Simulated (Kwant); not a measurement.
Model system: wire with an antidot in a InAs two-dimensional gas. Effective mass 0.023 mₑ, grid spacing 8.3 nm, hard walls, nominal width 200 nm (25 grid rows, so walls 215.8 nm apart), one parabolic valley, scattering region 600 nm long along x; energies count from the band bottom; Fermi energy 0.00356 eV. Hard-wall hole of radius 46 nm, 0 nm off the axis. Perpendicular field swept from 0 to 0.52 T, also in the leads; orbital effect alone.

Constants are typed, rounded textbook-type inputs, not results; the design itself was drawn at random and stands for no fabricated device.

Kwant, effective-mass tight-binding model on a square grid, one spin, coherent transport at 0 K. Conductance is in e²/h.

Sweep values stay those of the base run.

The effective mass was swept, all else fixed.

```
effective mass (mₑ)  mean G (e²/h) over the sweep  G (e²/h) at B = 0.2562 T  G (e²/h) at B = 0.5200 T  G (e²/h) at B = 0.1281 T
-------------------  ----------------------------  ------------------------  ------------------------  ------------------------
0.014                                       0.017                    0.0040                    0.0076                     0.019
0.018                                        0.10                      0.15                     0.068                      0.11
0.023                                        0.70                      0.67                      0.73                      0.84
0.03                                         1.49                      1.75                      1.00                      1.77
```

From the first row to the last the mean G over the sweep goes from 0.017 to 1.49. From the first row to the last the G at B = 0.2562 T goes from 0.0040 to 1.75.
